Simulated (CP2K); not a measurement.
Input and output of a self-consistent single point for GaN (F-43m, 2 atoms in the cell) (CP2K).

Method of the run: PBEsol, GPW, DZVP-MOLOPT-SR-GTH basis, GTH-PBE potentials (GTH_POTENTIALS) (CP2K).

```xyz
2
Lattice="3.2217 0.0000 0.0000 1.6108 2.7900 0.0000 1.6108 0.9300 2.6305" Properties=species:S:1:pos:R:3 pbc="T T T"
Ga     0.0000     0.0000     0.0000
N      4.8325     2.7900     1.9729
```

Reference input (self-consistent single point, DFT PBE, GPW, DZVP-MOLOPT-SR-GTH basis, GTH-PBE potentials (GTH_POTENTIALS)): CUTOFF = 600 Ry; REL_CUTOFF = 50 Ry; KPOINTS/SCHEME = MONKHORST-PACK 6 6 6; GAMMA_CENTERED = T; XC_FUNCTIONAL = PBE; Ga/BASIS_SET = DZVP-MOLOPT-SR-GTH-q13; Ga/POTENTIAL = GTH-PBE-q13; N/BASIS_SET = DZVP-MOLOPT-SR-GTH-q5; N/POTENTIAL = GTH-PBE-q5; METHOD = GPW; EPS_DEFAULT = 1e-10; NGRIDS = 5. This run's input differs from it in these lines:

```diff
@@ -40,3 +40,6 @@
     &XC
-      &XC_FUNCTIONAL PBE
+      &XC_FUNCTIONAL
+        &PBE
+          PARAMETRIZATION PBESOL
+        &END PBE
       &END XC_FUNCTIONAL
```

Output (repeated stretches shortened):

```
 SCF WAVEFUNCTION OPTIMIZATION

  Step     Update method      Time    Convergence         Total energy    Change
     1 NoMix/Diag. 0.30E+00      -     1.73563189       -84.4976056450 -8.45E+01
     2 Broy./Diag. 0.30E+00      -     0.13483291       -83.2531708179  1.24E+00
     3 Broy./Diag. 0.30E+00      -     0.17186100       -83.9811493452 -7.28E-01
     4 Broy./Diag. 0.30E+00      -     0.02880916       -84.4191895165 -4.38E-01
     5 Broy./Diag. 0.30E+00      -     0.01067899       -84.3574392116  6.18E-02
     6 Broy./Diag. 0.30E+00      -     0.00405332       -84.3698345529 -1.24E-02
   [... 9 lines left out ...]
    16 Broy./Diag. 0.30E+00      -     0.00000046       -84.3811527254  1.20E-06
    17 Broy./Diag. 0.30E+00      -     0.00000043       -84.3811526158  1.10E-07
    18 Broy./Diag. 0.30E+00      -     0.00000025       -84.3811525856  3.02E-08
    19 Broy./Diag. 0.30E+00      -     0.00000002       -84.3811525814  4.16E-09
  *** SCF run converged in    19 steps ***

  Overlap energy of the core charge distribution:               0.00000000319422
  Self energy of the core charge distribution:               -122.14453681889931
  Core Hamiltonian energy:                                     36.47187349909775
  Hartree energy:                                              13.86579126037444
  Exchange-correlation energy:                                -12.57428052516764

  Total energy:                                               -84.38115258140054

                     Mulliken Population Analysis

 #  Atom  Element  Kind  Atomic population                           Net charge
       1     Ga       1         12.513820                              0.486180
       2     N        2          5.486180                             -0.486180
   [... lines left out ...]

 STRESS| Analytical stress tensor [bar]
 STRESS|                        x                   y                   z
 STRESS|      x       -3.88177652536E+04  -5.53533127514E+01  -3.91413463300E+01
 STRESS|      y       -5.53533127514E+01  -3.87534693811E+04  -2.29872404343E+01
 STRESS|      z       -3.91413463300E+01  -2.29872404343E+01  -3.87375715152E+04
 STRESS| 1/3 Trace                                            -3.87696020500E+04
```

The run converged in 19 iterations. Against the reference run the pressure goes from 1.22 to -3.88 GPa and the gap on the mesh goes from 1.495 to 1.392 eV.

The starting cell comes from a database of computed structures (which also holds hypothetical and non-ambient phases and stackings), without a prior relaxation at this level. Its lattice was rescaled by a random factor within 2.5 % of one. Values carry the incompleteness of an atom-centred basis. The potentials were made for another functional than the one used. With a pressure of about -4 GPa the cell is away from its equilibrium volume at this level.

Cost on one core of a shared machine: roughly 90 s.
